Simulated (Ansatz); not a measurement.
The starting structures come from a database of crystals and need not be the phases stable at ambient conditions.

Input:

```xyz
12
Lattice="4.2242 0.0000 0.0000 -2.1121 7.2437 0.0000 0.0000 0.0000 5.8450" Properties=species:S:1:pos:R:3 pbc="T T T"
Ba     2.1121     5.1365     5.6278
Ba     0.0000     2.1072     2.7053
Zn     0.0000     5.9696     2.9226
Zn     2.1121     1.2740     0.0001
F      2.1121     6.1389     2.9834
F      0.0000     1.1048     0.0609
F      0.0000     6.8371     4.8079
F      2.1121     0.4065     1.8854
F      2.1121     2.8786     1.1806
F      0.0000     4.3650     4.1031
F      2.1121     2.4513     4.2706
F      0.0000     4.7924     1.3481
```

The cell is taken as given; by r2SCAN it stands under a pressure of -0.6 GPa.

Transport runs along the normal of the first two printed cell vectors.

The gap is the functional's own, uncorrected, and κ follows it; spin-orbit coupling is left out. Mid-gap means the computed energy nearest the middle.

Problem. State the band gap and the smallest decay constant κ at mid-gap according to r2SCAN run with Ansatz (an electronic-structure program).

Solution. Gap 5.41 eV on a 8×8×6 mesh; κ = 0.480 1/Å, at the zone centre.
